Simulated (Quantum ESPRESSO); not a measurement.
**Converging the k-point mesh: Ir (Fm-3m, 1 atom in the cell)**

```
Ir
1.0
   -1.91040     0.00000     1.91040
    0.00000     1.91040     1.91040
   -1.91040     1.91040     0.00000
Ir
1
Cartesian
  0.00000   0.00000   0.00000
```

Method of the run: PBE, PseudoDojo standard norm-conserving (PBE) pseudopotentials (plane waves; Quantum ESPRESSO).

Base settings: ecutwfc = 70 Ry; occupations = smearing; smearing = gauss; degauss = 0.0073499 Ry; potentials = {Ir: Ir.upf}; K_POINTS = automatic 15 15 15 0 0 0; conv_thr = 1e-11 Ry; mixing_beta = 0.7.

Only quantities that move along the ladder and can be compared are tabulated.

The count of work is k-points × plane waves × bands × iterations; it is no time. 

The starting cell has typed, rounded lattice constants, without a prior relaxation at this level. Its lattice was rescaled by up to half a per cent. Spin polarisation is off. In the base run, with a pressure of about 14 GPa the cell is away from its equilibrium volume at this level.

| K_POINTS | free energy less the last step's (meV/atom) | pressure (GPa) | count of work / last |
|---|---|---|---|
| automatic 3 3 3 0 0 0 | 1338.08 | 41.14 | 0.0067 |
| automatic 4 4 4 0 0 0 | -510.78 | 3.79 | 0.013 |
| automatic 5 5 5 0 0 0 | 256.03 | 18.78 | 0.015 |
| automatic 7 7 7 0 0 0 | -76.52 | 12.91 | 0.034 |
| automatic 9 9 9 0 0 0 | -21.37 | 13.58 | 0.059 |
| automatic 11 11 11 0 0 0 | 28.13 | 14.70 | 0.083 |
| automatic 14 14 14 0 0 0 | 10.21 | 14.37 | 0.18 |
| automatic 15 15 15 0 0 0 | -5.29 | 14.04 | 0.18 |
| automatic 17 17 17 0 0 0 | -0.52 | 14.09 | 0.28 |
| automatic 21 21 21 0 0 0 | 0.71 | 14.17 | 0.42 |
| automatic 26 26 26 0 0 0 | -0.85 | 14.13 | 0.75 |
| automatic 29 29 29 0 0 0 | 0.00 | 14.16 | 1.0 |

Coarsest K_POINTS that holds the pressure within 0.05 GPa of the last step, with all finer ones: automatic 21 21 21 0 0 0, at 0.42 of the last step's count of work; the step before is off by 0.06 GPa.

Coarsest K_POINTS that holds the free energy within 2 meV/atom of the last step, with all finer ones: automatic 17 17 17 0 0 0, at 0.28 of the last step's count of work; the step before is off by 5.3 meV/atom.
